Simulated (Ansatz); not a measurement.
## BeS (model structure, from the rocksalt type, Fm-3m, No. 225): band gap by level of theory

No measured value is used here.

```tsv
level (code)	value (eV)	cell (Å³/atom)
LDA (Ansatz)	0.98 (indirect)	11.82
PBE (Ansatz)	0.97 (indirect)	12.40
PBEsol (Ansatz)	0.94 (indirect)	12.09
r²SCAN (Ansatz)	…	12.09
HSE06 (Ansatz)	1.75 (indirect)	12.09
PBE0 (Ansatz)	2.45 (indirect)	12.09
r²SCAN0 (Ansatz)	…	12.09
```

Complete the blanks.


- r²SCAN (Ansatz, a quantum-chemistry and plane-wave program), value (eV): 1.34 (indirect)
- r²SCAN0 (Ansatz), value (eV): 2.69 (indirect)

Computed values are for a static lattice.  Values are at the PBEsol cell; LDA at the level's own relaxed cell; PBE at the level's own relaxed cell. Cutoffs and k meshes differ between the levels. Ansatz's density-functional and Hartree–Fock values are scalar-relativistic unless marked +SOC, with PAW data made under PBE.

A model structure was made by putting elements into a prototype or built by hand; it is no filed structure, need not be a known phase, and can be a saddle point held by its symmetry.
